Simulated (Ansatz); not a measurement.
Consider InP in the zinc blende structure (space group F-43m, No. 216; a = 5.827 Å). Axes: x, y, z lie along the cube axes.

Calculations: LDA/PAW in Ansatz (an electronic-structure program), no SOC.

Strains are applied to the cell and any free atomic positions relax; under biaxial strain the out-of-plane vector relaxes too.

One change was made to it. Results:

| quantity | base | after |
|---|---|---|
| pressure (mean of the normal stresses, compression positive) | 0.0 kbar | -8.0 kbar |
| shortest interatomic distance | 2.523 Å | 2.526 Å |
| energy relative to the base (free energy F) | 0 meV/atom | +1.5 meV/atom |

Question: Which of these changes matches the shifts?
A. biaxial strain +0.83 %, plane normal [111], relaxed out of plane
B. biaxial strain −1.25 %, plane normal [111], relaxed out of plane
C. biaxial strain +1.25 %, plane normal [111], relaxed out of plane

Answer: A, biaxial strain +0.83 %, plane normal [111], relaxed out of plane. For comparison, the energy relative to the base in the other runs: biaxial strain −1.25 %, plane normal [111], relaxed out of plane gives +3.6 meV/atom; biaxial strain +1.25 %, plane normal [111], relaxed out of plane gives +3.5 meV/atom.

Whether these cells are dynamically stable was not tested.
